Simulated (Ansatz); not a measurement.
Base system: GaP in the zinc blende structure (space group F-43m, No. 216; a = 5.3914 Å).

Computed with Kohn–Sham DFT with the LDA functional, run in Ansatz (a program for electronic structure) with PAW and 420 eV plane waves, no spin-orbit coupling.

Before the change:

The pressure is -0.01 GPa and the hole mass comes out as 0.11, 0.36, 0.36 mₑ (at Γ).

It is then changed as follows: an isotropic linear strain of +1.00 %, atoms relaxed at fixed cell.

Predict the new pressure, mean gap deformation potential ΔEg/Δln V and hole mass.

The pressure decreases by 2.51 GPa to -2.52 GPa; the mean gap deformation potential ΔEg/Δln V comes out as +1.7 eV; the hole mass (degenerate bands, along [100]) goes from 0.11, 0.36, 0.36 mₑ (at Γ) to 0.099, 0.37, 0.37 mₑ (at Γ).

Masses are band curvatures over ±0.01 Å⁻¹ around the edge. No phonon test of stability was made.
